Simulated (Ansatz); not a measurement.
**GaP: response to strain**

The reference is GaP in the zinc blende structure (space group F-43m, No. 216).

```yaml
crystal:
  lattice:
    - [0.00000, 2.72566, 2.72566]
    - [2.72566, 0.00000, 2.72566]
    - [2.72566, 2.72566, 0.00000]
  atoms:
    - { symbol: Ga, position: [0.00000, 0.00000, 0.00000] }
    - { symbol: P, position: [0.25000, 0.25000, 0.25000] }
```

Cartesian axes are those of the cell as printed.

Strains are applied to the cell and any free atomic positions relax; under biaxial strain the out-of-plane vector relaxes too.

Computed with DFT with r2SCAN, PAW potentials and a 500 eV plane-wave cutoff in Ansatz (a quantum-chemistry and plane-wave program), no spin-orbit coupling.

| biaxial strain, plane normal [001], relaxed out of plane (%) | out-of-plane strain (%) |
|---|---|
| -3 | 2.51 |
| -2.5 | ? |
| -2 | 1.68 |
| -1.5 | 1.27 |
| -1 | 0.85 |
| -0.5 | 0.43 |
| 0 | 0.00 |

Question: Fit ε⊥ = −νε + γε² (strains in %) to the rows shown and predict the withheld row.

Answer: Least squares on the printed values gives ν = 0.86 (the biaxial Poisson response) and γ = -0.006 (largest residual 0.01 %); this predicts 2.10 %, and the run gives 2.10 %, in agreement.

Whether these cells are dynamically stable was not tested.
